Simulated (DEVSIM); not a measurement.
Structure: Schottky contact on n-type Ge, at 300 K.

```tsv
layer (left to right)	material	thickness (μm)	Nd (cm⁻³)	τn (s)	τp (s)
1	Ge	0.910	3.4e16	0.00043	0.00043
2	Ge	15.0	6.7e17	0.00043	0.00043
```

Left contact: Schottky, work function 4.48 eV, emission velocity 8.1e6 cm/s. Right contact: ohmic. Voltage is applied to the left contact. Recombination: SRH at mid-gap, radiative, Auger. Mobility is μmin + (μ − μmin)/(1 + (N/Nref)^α).

The device is made up for the run: typed textbook-type constants, with dimensions and the other settings drawn at random. Values at 300 K.

```tsv
parameter	Ge
gap (eV)	0.664
affinity (eV)	4
permittivity	16
Nc (cm⁻³)	1.04e19
Nv (cm⁻³)	6e18
μn (cm²/Vs)	3900
μp (cm²/Vs)	1900
μn,min	150
μp,min	100
Nref,n	2.6e17
Nref,p	4e17
αn	0.56
αp	0.6
B (cm³/s)	6.4e-14
Cn (cm⁶/s)	1e-31
Cp (cm⁶/s)	1e-31
```

DEVSIM, 1D drift-diffusion, Boltzmann statistics, complete ionisation; no tunnelling, impact ionisation, image-force lowering or self-heating. Metal contacts follow the ideal Schottky-Mott rule: no Fermi-level pinning, no interface dipoles.

Problem. Give the dark forward current.

Solution. 
(V (V), J (A/cm²)): (0.05, 0.65); (0.10, 5.1); (0.15, 35); (0.20, 210); (0.25, 960); (0.30, 2600)
